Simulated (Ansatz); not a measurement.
# rock-salt MgO (1 1 1) on 4H silicon carbide (1 0 0) (film strained to the substrate, faces as cut)

A periodic stack without vacuum, rock-salt MgO (1 1 1) on 4H silicon carbide (1 0 0) (film strained to the substrate, faces as cut): substrate slab Si18C18, film Mg20O16, surface cells [[0, 1], [-1, 0]] and [[-2, 4], [-1, 0]], film strained by -2.8 and +2.9 %, faces CSi/CSi and Mg/Mg as cut (like faces can put a slab off its formula).

The start was prepared with a machine-learned potential, and the result is one local minimum, with the in-plane cell held and forces under 0.04 eV/Å; the film can end far from its bulk form.

All values below come from PBE (plane waves to 420 eV, PAW; Ansatz, a quantum-chemistry and plane-wave program). Scalar-relativistic, without spin–orbit coupling; the runs are not spin-polarised; PBE gaps are too small against experiment. Its k-point mesh 3×7×1, Fermi–Dirac width 0.05 eV.

The interface area is 31.3 Å². The period is 24.49 Å, the gaps between the outermost planes at the two interfaces comes out as 1.29 and 1.36 Å and the Mg–Si contacts across the interfaces within 1.22 times the sum of covalent radii is 12, mean 2.75 Å. The C–Mg contacts across the interfaces within 1.22 times the sum of covalent radii is 8, mean 2.31 Å.

```yaml
crystal:
  lattice:
    - [10.12928, -0.00013, -0.00727]
    - [0.00000, 3.09397, -0.03766]
    - [-0.86044, 0.97191, 24.47569]
  atoms:
    - { symbol: Si, position: [0.50858, 0.83499, 0.10266] }
    - { symbol: Si, position: [0.01115, 0.92940, 0.09597] }
    - { symbol: Si, position: [0.75599, 0.37678, 0.06341] }
    - { symbol: Si, position: [0.29376, 0.17000, 0.04121] }
    - { symbol: C, position: [0.69571, 0.87038, 0.10081] }
    - { symbol: C, position: [0.20023, 0.96362, 0.10405] }
    - { symbol: C, position: [0.94724, 0.43735, 0.05756] }
    - { symbol: C, position: [0.41746, 0.70750, 0.03342] }
    - { symbol: Si, position: [0.52148, 0.35831, 0.21366] }
    - { symbol: Si, position: [0.01923, 0.38729, 0.20941] }
    - { symbol: Si, position: [0.76730, 0.87491, 0.17362] }
    - { symbol: Si, position: [0.26448, 0.43662, 0.14242] }
    - { symbol: C, position: [0.70847, 0.36738, 0.21055] }
    - { symbol: C, position: [0.20702, 0.39788, 0.21386] }
    - { symbol: C, position: [0.95556, 0.89543, 0.17124] }
    - { symbol: C, position: [0.45220, 0.34760, 0.14121] }
    - { symbol: Si, position: [0.52965, 0.84775, 0.32364] }
    - { symbol: Si, position: [0.03033, 0.85867, 0.32046] }
    - { symbol: Si, position: [0.77702, 0.35831, 0.28314] }
    - { symbol: Si, position: [0.27378, 0.88332, 0.25005] }
    - { symbol: C, position: [0.71696, 0.85066, 0.31919] }
    - { symbol: C, position: [0.21759, 0.86195, 0.32247] }
    - { symbol: C, position: [0.96487, 0.36665, 0.28321] }
    - { symbol: C, position: [0.46190, 0.85566, 0.25026] }
    - { symbol: Si, position: [0.53712, 0.32689, 0.43612] }
    - { symbol: Si, position: [0.04023, 0.33376, 0.43175] }
    - { symbol: Si, position: [0.78693, 0.83735, 0.39091] }
    - { symbol: Si, position: [0.28408, 0.35179, 0.35889] }
    - { symbol: C, position: [0.72407, 0.32944, 0.42597] }
    - { symbol: C, position: [0.22631, 0.33500, 0.43138] }
    - { symbol: C, position: [0.97468, 0.84160, 0.39375] }
    - { symbol: C, position: [0.47166, 0.34134, 0.36085] }
    - { symbol: Si, position: [0.80580, 0.31522, 0.49344] }
    - { symbol: Si, position: [0.29246, 0.82650, 0.46823] }
    - { symbol: C, position: [0.98458, 0.32051, 0.50373] }
    - { symbol: C, position: [0.48157, 0.81915, 0.47285] }
    - { symbol: Mg, position: [0.42527, 0.81733, 0.56286] }
    - { symbol: Mg, position: [0.93435, 0.80892, 0.56726] }
    - { symbol: Mg, position: [0.17099, 0.31418, 0.55627] }
    - { symbol: Mg, position: [0.67654, 0.32096, 0.57531] }
    - { symbol: Mg, position: [0.26917, 0.79641, 0.66347] }
    - { symbol: Mg, position: [0.77411, 0.79764, 0.67015] }
    - { symbol: Mg, position: [0.02299, 0.29580, 0.66664] }
    - { symbol: Mg, position: [0.51726, 0.29648, 0.66831] }
    - { symbol: Mg, position: [0.11071, 0.77497, 0.76666] }
    - { symbol: Mg, position: [0.61118, 0.77541, 0.76825] }
    - { symbol: Mg, position: [0.86165, 0.27492, 0.76923] }
    - { symbol: Mg, position: [0.35931, 0.27553, 0.76657] }
    - { symbol: Mg, position: [0.95134, 0.75279, 0.86989] }
    - { symbol: Mg, position: [0.45402, 0.75548, 0.86666] }
    - { symbol: Mg, position: [0.69880, 0.25400, 0.87032] }
    - { symbol: Mg, position: [0.19802, 0.25181, 0.86581] }
    - { symbol: Mg, position: [0.78941, 0.73061, 0.96788] }
    - { symbol: Mg, position: [0.29312, 0.72410, 0.95717] }
    - { symbol: Mg, position: [0.53823, 0.24664, 0.97790] }
    - { symbol: Mg, position: [0.05101, 0.25174, 0.97710] }
    - { symbol: O, position: [0.35485, 0.30674, 0.61218] }
    - { symbol: O, position: [0.84990, 0.30845, 0.62156] }
    - { symbol: O, position: [0.10057, 0.80555, 0.61607] }
    - { symbol: O, position: [0.59809, 0.80986, 0.61741] }
    - { symbol: O, position: [0.19201, 0.28581, 0.71564] }
    - { symbol: O, position: [0.68988, 0.28635, 0.71841] }
    - { symbol: O, position: [0.94161, 0.78605, 0.71906] }
    - { symbol: O, position: [0.43952, 0.78613, 0.71600] }
    - { symbol: O, position: [0.03014, 0.26390, 0.81809] }
    - { symbol: O, position: [0.53146, 0.26579, 0.81669] }
    - { symbol: O, position: [0.78101, 0.76318, 0.81992] }
    - { symbol: O, position: [0.27981, 0.76444, 0.81625] }
    - { symbol: O, position: [0.87356, 0.23506, 0.92249] }
    - { symbol: O, position: [0.37211, 0.24248, 0.91341] }
    - { symbol: O, position: [0.61995, 0.74971, 0.91912] }
    - { symbol: O, position: [0.11787, 0.74106, 0.91781] }
```
